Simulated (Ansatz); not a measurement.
Input and output of a zone-centre phonon calculation for ZrNi (Cmcm, 4 atoms in the cell) (Ansatz, an electronic-structure program).

Method of the run: LDA (PW92), default PAW files made with PBE (plane waves; Ansatz).

```
CELL_PARAMETERS angstrom
      1.63941    -5.04623     0.00000
      1.63941     5.04623     0.00000
      0.00000     0.00000     4.05742
ATOMIC_POSITIONS crystal
  Zr 0.63783 0.36217 0.25000
  Zr 0.36217 0.63783 0.75000
  Ni 0.91683 0.08317 0.25000
  Ni 0.08317 0.91683 0.75000
```

Reference input (self-consistent single point, DFT, LDA (PW92), plane waves, default PAW files made with PBE): basis.ecutwfc = 420 eV; kpoints.mp_grid.grid = 9 9 7; hamiltonian.xc = lda; hamiltonian.pseudopotentials = {kind: paw} (the program's default PAW files); scf.occupations.method = fermi_dirac; scf.occupations.width = 0.1 eV. This run's input differs from it in these lines:

Ansatz 0.2 input:
```diff
@@ -14,3 +14,3 @@
 kpoints:
-  mp_grid: { grid: [9, 9, 7] }
+  mp_grid: { grid: [7, 7, 5] }
 hamiltonian:
@@ -20,6 +20,4 @@
   occupations: { method: fermi_dirac, width: 0.1 }
-output:
-  forces: true
-  eigenvalues: true
-  stress: true
+phonons:
+  method: dfpt
```

Log, with long lists cut:

```
SCF iter   1: F=—  HF=-19703.578657 eV  |F-HF|=—  |Δ(HF+E_count)|=         —  Δρ=1.75e-2  dr2=9.76e-2  ethr=1.77e-3  ⟨swp⟩=4.9  Hψ=5498  notcnv=0
all-band conjugate gradients solve this SCF's bands
preconditioner: auto → Kerker (q_TF=auto, 2.678 Å⁻¹)
SCF iter   2: F=—  HF=-19703.565070 eV  |F-HF|=—  |Δ(HF+E_count)|=   1.36e-2  Δρ=4.79e-3  dr2=9.11e-3  ethr=1.63e-4  ⟨swp⟩=2.8  Hψ=3237  notcnv=0
   [... lines left out ...]
SCF iter   8: F=—  HF=-19703.562706 eV  |F-HF|=—  |Δ(HF+E_count)|=   1.09e-8  Δρ=2.37e-6  dr2=2.82e-9  ethr=6.44e-11  ⟨swp⟩=2.0  Hψ=2490  notcnv=0
SCF iter   9: F=—  HF=-19703.562706 eV  |F-HF|=—  |Δ(HF+E_count)|=  1.78e-10  Δρ=4.79e-7  dr2=1.30e-10  ethr=4.69e-12  ⟨swp⟩=1.8  Hψ=2156  notcnv=0
SCF iter  10: F=—  HF=-19703.562706 eV  |F-HF|=—  |Δ(HF+E_count)|=  2.18e-11  Δρ=1.30e-7  dr2=1.02e-11  ethr=1.00e-12  ⟨swp⟩=1.0  Hψ=1728  notcnv=0
SCF iter  11: F=-19703.562706 eV  HF=-19703.562706 eV  |F-HF|=3.64e-12  |Δ(HF+E_count)|=  7.28e-12  Δρ=3.65e-8  dr2=4.76e-13  ethr=1.00e-12  ⟨swp⟩=5.0  Hψ=7181  notcnv=0
SCF 1 converged in 11 iterations: F = -19703.562706 eV  dr2 = 4.76e-13
DFPT response loops at Γ: preconditioner auto → Kerker (q_TF=auto, 2.678 Å⁻¹) (partly filled bands, converged f_vac=0.000) …
Free energy (F): -19703.562706 eV
Internal energy: -19703.463265 eV  (E = F + TS)
E sigma→0 (E₀):  -19703.512986 eV
Entropy (-TS):   -0.099441 eV (-24.860 meV/atom)
Fermi energy:    15.312907 eV
--- Phonons (Γ-DFPT): 6 representative perturbations + reference, on 48 of 245 k-points (Σ response iterations 21) ---
  k mesh reduced under 4 symmetry operations, with k and −k counted as one. Each operation leaves every solved displacement unchanged or reverses it
  ASR residual: 1.072e-3 → 0.000e0 eV/Å²; symmetrization residual: 1.573e-5 eV/Å²
  ASR residual per site (eV/Å²): 7.20e-4 7.20e-4 1.07e-3 1.07e-3
  Γ frequencies (cm⁻¹): 0.00 0.00 0.00 108.62 136.66 138.04 152.91 166.47 166.57 174.86 179.68 191.78
  non-analytic LO–TO correction: not included (Born effective charges unavailable; polar crystals: no LO–TO splitting at Γ)
```

The run converged in 11 iterations. 

Summary of the result:
```
Quantity                                                                                                 Value
--------------------------------------------------------  ----------------------------------------------------
Free energy E − TS (on the zero of these files)                                                 -19703.5627 eV
Fermi level (on the code's own zero)                                                                  15.31 eV
Zone-centre frequencies (cm⁻¹; negative means imaginary)  0, 0, 0, 109, 137, 138, 153, 166, 167, 175, 180, 192
```

The starting cell comes from a database of computed structures (which also holds hypothetical and non-ambient phases and stackings), without a prior relaxation at this level. Its lattice was rescaled by up to half a per cent. Spin polarisation is off.

Cost on one core of a shared machine: roughly 70 s.
